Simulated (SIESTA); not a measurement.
# Input and output of a self-consistent single point for BeNi (Pm-3m, 2 atoms in the cell) (SIESTA)

Level of theory: LDA PW92, numerical atomic orbitals DZP, PseudoDojo LDA standard norm-conserving potentials (rewritten from UPF to PSML) (SIESTA 5.4.2).

Input as run:

```
# files in the folder: Be.psml Ni.psml (PseudoDojo LDA standard)
SystemName  BeNi
SystemLabel BeNi

NumberOfAtoms                2
NumberOfSpecies              2
%block ChemicalSpeciesLabel
  1 4 Be
  2 28 Ni
%endblock ChemicalSpeciesLabel
LatticeConstant              2.587000 Ang
%block LatticeVectors
     1.000000000    0.000000000    0.000000000
     0.000000000    1.000000000    0.000000000
     0.000000000    0.000000000    1.000000000
%endblock LatticeVectors
AtomicCoordinatesFormat      Ang
%block AtomicCoordinatesAndAtomicSpecies
     0.000000000    0.000000000    0.000000000  1
     1.293500000    1.293500000    1.293500000  2
%endblock AtomicCoordinatesAndAtomicSpecies

XC.functional                LDA
XC.authors                   PW92
PAO.BasisSize                DZP
PAO.EnergyShift              0.005 Ry
PAO.Polarization.NonPerturbative true
MeshCutoff                   300 Ry
%block kgrid.MonkhorstPack
    9   0   0  0.0
    0   9   0  0.0
    0   0   9  0.0
%endblock kgrid.MonkhorstPack
OccupationFunction           FD
ElectronicTemperature        0.1 eV

MaxSCFIterations             150
SCF.Mixer.Method             Pulay
SCF.Mixer.Weight             0.1
SCF.Mixer.History            8
SCF.DM.Tolerance             1.0E-04
Diag.ParallelOverK           true
WriteForces                  true
```

Log, with long lists cut:

```
reinit: Reading from file input.fdf

reinit: System Name: BeNi
reinit: System Label: BeNi

coor:   Atomic-coordinates input format  =     Cartesian coordinates
coor:                                          (in Angstroms)

siesta: Atomic coordinates (Bohr) and species
siesta:      0.00000   0.00000   0.00000  1        1
siesta:      2.44436   2.44436   2.44436  2        2

siesta: System type = bulk

initatomlists: Number of atoms, orbitals, and projectors:      2    25    26

siesta: ******************** Simulation parameters ****************************
redata: Spin configuration                          = none
redata: Time-Reversal Symmetry                      = T
redata: Number of Atomic Species                    =        2
redata: Mesh Cutoff                                 =   300.0000 Ry
redata: Net charge of the system                    =     0.0000 |e|
redata: Min. number of SCF Iter                     =        0
redata: Max. number of SCF Iter                     =      150
redata: SCF convergence failure will abort job
redata: SCF mix quantity                            = Hamiltonian
redata: Mix DM or H after convergence               =   F
redata: Recompute H after scf cycle                 =   F
redata: Mix DM in first SCF step                    =   T
redata: No kicks to SCF
redata: DM Mixing Weight for Kicks                  =     0.5000
redata: Require Harris convergence for SCF          =   F
redata: Harris energy tolerance for SCF             =     0.000100 eV
redata: Require DM convergence for SCF              =   T
redata: DM tolerance for SCF                        =     0.000100
redata: Require EDM convergence for SCF             =   F
redata: EDM tolerance for SCF                       =     0.001000 eV
redata: Require H convergence for SCF               =   T
redata: Hamiltonian tolerance for SCF               =     0.001000 eV
redata: Require (free) Energy convergence for SCF   =   F
redata: (free) Energy tolerance for SCF             =     0.000100 eV
redata: Using DFT-D3 dispersion                     =   F
redata: Using Saved Data (generic)                  =   F
redata: Method of Calculation                       = Diagonalization
redata: Electronic Temperature                      =  1160.4518 K
redata: Number of TDED substeps                     =        3
redata: Dynamics option                             = Single-point calculation
redata: Save all siesta data in one NC              =   F
redata: ***********************************************************************

%block SCF.Mixers
  Pulay
%endblock SCF.Mixers

%block SCF.Mixer.Pulay
  # Mixing method
  method pulay
  variant stable

  # Mixing options
  weight 0.1000
  weight.linear 0.1000
  history 8
%endblock SCF.Mixer.Pulay

DM_history_depth set to one: no extrapolation allowed by default for geometry relaxation
Size of DM history Fstack: 1
Total number of electrons:    22.000000
Total ionic charge:    22.000000

* ProcessorY, Blocksize:    1  26

* Orbital distribution balance (max,min):    25    25

 Kpoints in:          405 . Kpoints trimmed:          365

siesta: k-grid: Number of k-points = 365
siesta: k-points from Monkhorst-Pack grid
siesta: k-cutoff (effective) =    11.642 Ang
siesta: k-point supercell and displacements
siesta: k-grid:     9     0     0      0.000
siesta: k-grid:     0     9     0      0.000
siesta: k-grid:     0     0     9      0.000

diag: Algorithm                                     = D&C
diag: Parallel over k                               =   F
diag: Use parallel 2D distribution                  =   F
diag: Parallel block-size                           = 26
diag: Parallel distribution                         =     1 x     1
diag: Used triangular part                          = Lower
diag: Absolute tolerance                            =  0.100E-15
diag: Orthogonalization factor                      =  0.100E-05
diag: Memory factor                                 =  1.0000

superc: Internal auxiliary supercell:     7 x     7 x     7  =     343
superc: Number of atoms, orbitals, and projectors:    686   8575   8918

                        Single-point calculation

superc: Internal auxiliary supercell:     7 x     7 x     7  =     343
superc: Number of atoms, orbitals, and projectors:    686   8575   8918

outcell: Unit cell vectors (Ang):
        2.587000    0.000000    0.000000
        0.000000    2.587000    0.000000
        0.000000    0.000000    2.587000

outcell: Cell vector modules (Ang)   :    2.587000    2.587000    2.587000
outcell: Cell angles (23,13,12) (deg):     90.0000     90.0000     90.0000
outcell: Cell volume (Ang**3)        :     17.3137
new_DM -- step:     1
Initializing Density Matrix...

Attempting to read DM from file... Failed...
DM filled with atomic data:

InitMesh: MESH = 30 x 30 x 30 = 27000
InitMesh: Mesh cutoff (required, used) =   300.000   371.665 Ry

stepf: Fermi-Dirac step function

        iscf     Eharris(eV)        E_KS(eV)     FreeEng(eV)     dDmax    Ef(eV) dHmax(eV)
   scf:    1    -4853.489018    -4919.952196    -4919.981173 13.865651 -6.732813 28.352655
   scf:    2    -4944.431383    -4934.162695    -4934.191282  5.442526 -8.638242 13.893903
   scf:    3    -4939.403138    -4938.585881    -4938.616530  3.605350-10.230155  1.186890
   scf:    4    -4938.585758    -4938.585819    -4938.616469  0.000184-10.230421  1.190480
   scf:    5    -4938.598915    -4938.593055    -4938.623707  0.070203-10.221725  0.052100
   scf:    6    -4938.592256    -4938.592826    -4938.623450  0.019303-10.240271  0.108120
mix: Pulay -- inversion failed, > SVD [rank/size] 4 / 5
   scf:    7    -4938.593144    -4938.593098    -4938.623745  0.024003-10.228731  0.003907
mix: Pulay -- inversion failed, > SVD [rank/size] 4 / 6
   scf:    8    -4938.593097    -4938.593098    -4938.623746  0.000635-10.228470  0.002715
mix: Pulay -- inversion failed, > SVD [rank/size] 4 / 7
   scf:    9    -4938.593098    -4938.593098    -4938.623746  0.000034-10.228509  0.002425
mix: Pulay -- inversion failed, > SVD [rank/size] 3 / 7
   scf:   10    -4938.593098    -4938.593098    -4938.623746  0.000226-10.228719  0.000512
mix: Pulay -- inversion failed, > SVD [rank/size] 4 / 7
   scf:   11    -4938.593098    -4938.593098    -4938.623746  0.000060-10.228926  0.000022

SCF Convergence by DM+H criterion
max |DM_out - DM_in|         :     0.0000601885
max |H_out - H_in|      (eV) :     0.0000216996
SCF cycle converged after 11 iterations

Using DM_out to compute the final energy and forces

siesta: E_KS(eV) =            -4938.5931

siesta: E_KS - E_eggbox =     -4938.5931

siesta: Atomic forces (eV/Ang):
     1   -0.000000    0.000000    0.000000
     2   -0.000000    0.000000   -0.000000
   Tot   -0.000000    0.000000   -0.000000
   Max    0.000000
   Res    0.000000    sqrt( Sum f_i^2 / 3N )
   Max    0.000000    constrained

Stress tensor Voigt[x,y,z,yz,xz,xy] (kbar):      145.06      145.06      145.06       -0.00        0.00        0.00
(Free)E + p*V (eV/cell)    -4940.1913
Target enthalpy (eV/cell)    -4938.6237

siesta: Program's energy decomposition (eV):
siesta: Ebs     =     -1047.102965
siesta: Eions   =      6145.688582
siesta: Ena     =       396.559212
siesta: Ekin    =      2384.223129
siesta: Enl     =      -955.560105
siesta: Eso     =         0.000000
siesta: Edftu   =         0.000000
siesta: DEna    =        21.554656
siesta: DUscf   =         1.218315
siesta: DUext   =         0.000000
siesta: Ex      =      -592.009937
siesta: Ec      =       -48.889788
siesta: Exc     =      -640.899725
siesta: Eharris =     -4938.593098
siesta: Etot    =     -4938.593098
siesta: FreeEng =     -4938.623746

siesta: Stress tensor (static) (eV/Ang**3):
siesta:     0.090541    0.000000   -0.000000
siesta:     0.000000    0.090541   -0.000000
siesta:     0.000000   -0.000000    0.090541

siesta: Cell volume =         17.313676 Ang**3

siesta: Pressure (static):
siesta:                Solid            Molecule  Units
siesta:          -0.00098611         -0.00098611  Ry/Bohr**3
siesta:          -0.09054090         -0.09054090  eV/Ang**3
siesta:        -145.06250848       -145.06250848  kBar
```

The run converged in 11 iterations.

The starting cell comes from a database of computed structures (which also holds hypothetical and non-ambient phases and stackings), without a prior relaxation at this level. Spin polarisation is off. Values carry the incompleteness of an atom-centred basis. With a pressure of about -15 GPa the cell is away from its equilibrium volume at this level.
